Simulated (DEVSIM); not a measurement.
**abrupt Si p-n junction**

System: abrupt Si p-n junction, at 300 K.

| layer (left to right) | material | thickness (μm) | Nd (cm⁻³) | Na (cm⁻³) | τn (s) | τp (s) |
|---|---|---|---|---|---|---|
| 1 | Si | 6.50 | - | 2.2e15 | 0.00033 | 0.00033 |
| 2 | Si | 1.80 | 1e16 | - | 0.00033 | 0.00033 |

Left contact: ohmic. Right contact: ohmic. Voltage is applied to the left contact. Recombination: SRH at mid-gap. Mobility is μmin + (μ − μmin)/(1 + (N/Nref)^α).

This is a model device: material constants are rounded textbook-type values typed into the input, and sizes, dopings and lifetimes were drawn at random. Values at 300 K.

| parameter | Si |
|---|---|
| gap (eV) | 1.124 |
| affinity (eV) | 4.05 |
| permittivity | 11.7 |
| Nc (cm⁻³) | 2.86e19 |
| Nv (cm⁻³) | 3.1e19 |
| μn (cm²/Vs) | 1417 |
| μp (cm²/Vs) | 470 |
| μn,min | 52 |
| μp,min | 45 |
| Nref,n | 9.7e16 |
| Nref,p | 2.2e17 |
| αn | 0.68 |
| αp | 0.72 |

Simulated with DEVSIM: 1D drift-diffusion, Boltzmann statistics, complete ionisation; no tunnelling, impact ionisation, image-force lowering or self-heating.

Potential step across the device at zero bias: 0.671 V
Largest field in the device at zero bias: 19000 V/cm
Dark forward voltage at 1 A/cm²: 0.551 V
Dark forward voltage at 100 A/cm²: 0.730 V

Dark forward current:

```
V (V)  J (A/cm²)
-----  ---------
0.05      3.6e-9
0.10      2.8e-8
0.15      2.0e-7
0.20      1.4e-6
0.25      9.4e-6
0.30      6.5e-5
0.35     0.00045
0.40      0.0031
0.45       0.021
0.50        0.14
0.55        0.96
0.60         5.6
0.65          23
0.70          64
0.75         130
0.80         230
0.85         360
0.90         520
0.95         710
1.00         930
1.05        1200
1.10        1400
1.15        1700
1.20        2000
```

Dark reverse current:

```tsv
V (V)	J (A/cm²)
-0.04	-4.9e-10
-0.10	-6.2e-10
-0.20	-6.5e-10
-0.30	-6.7e-10
-0.40	-6.9e-10
-0.60	-7.2e-10
-0.80	-7.4e-10
-1.00	-7.7e-10
-1.30	-8.0e-10
-1.60	-8.3e-10
-2.00	-8.7e-10
```
